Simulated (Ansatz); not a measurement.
**BN (Fmm2, No. 42, 2 atoms in the cell; start mp-685145; a measured phase of this formula has another space group)**

Method: PBE0 in Ansatz (PAW).

Run with plane-wave cutoff 460 eV, 12×12×12 k mesh, Fermi–Dirac smearing 0.01 eV, scalar-relativistic PAW data made under PBE.

Cell (relaxed at this level):

```
BN
1.0
    0.00000     4.07424     2.16033
    1.24747     0.00000     2.16033
    1.24747     4.07424     0.00000
B N
1 1
Cartesian
  1.24747   4.07424   0.00012
  1.24747   4.07424   2.88046
```

For BN (Fmm2, No. 42, 2 atoms in the cell; start mp-685145; a measured phase of this formula has another space group), the band gap comes out as 6.21 eV (on the SCF k mesh) (indirect), the smallest direct gap on the k points sampled is 6.79 eV and the Γ–Γ gap comes out as 7.85 eV.

Note: the relaxation could not lower the start's symmetry, so the cell can be a saddle point above a distorted one; the cell has widely spaced layers and the level no dispersion term, so their spacing and the moduli can rest on weak binding.

Computed values are for the static lattice.

The result took roughly 60 core-minutes.

A start named mp-… is a Materials Project structure, which need not be a measured phase.

Ansatz is a program for electronic structure.
